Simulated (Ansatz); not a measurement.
The starting structures come from a database of crystals and need not be the phases stable at ambient conditions.

 Where the default PAW files enter, the runs use the earlier of Ansatz's two default sets.

The decay constant κ of evanescent states in the gap governs leakage through a thin film.

```
LiB6C
1.0
    4.69220     0.00000     0.00000
    0.00000     8.97781     0.00000
    0.00000     4.48890     2.81898
Li B C
2 12 2
Direct
  0.50000   0.47368   0.63972
  0.50000   0.88660   0.63972
  0.18297   0.74216   0.51568
  0.81703   0.74216   0.51568
  0.30639   0.09801   0.99986
  0.69361   0.90213   0.99986
  0.69361   0.09801   0.99986
  0.30639   0.90213   0.99986
  0.81656   0.25654   0.48692
  0.18344   0.25654   0.48692
  0.00000   0.66732   0.32638
  0.00000   0.00630   0.32638
  0.00000   0.99224   0.67724
  0.00000   0.33052   0.67724
  0.35378   0.49812   0.00376
  0.64622   0.49812   0.00376
```

Space group of this cell: Amm2. The cell is taken as given.

Transport runs along the normal of the first two printed cell vectors.

The gap is the functional's own. No spin-orbit coupling. Mid-gap values are interpolated on the energy grid.

### Question
State the band gap and the smallest decay constant κ at mid-gap according to Ansatz (an electronic-structure program) with r2SCAN.

### Answer
Gap 1.51 eV on a 6×10×10 mesh; κ = 0.233 1/Å, at the zone centre.
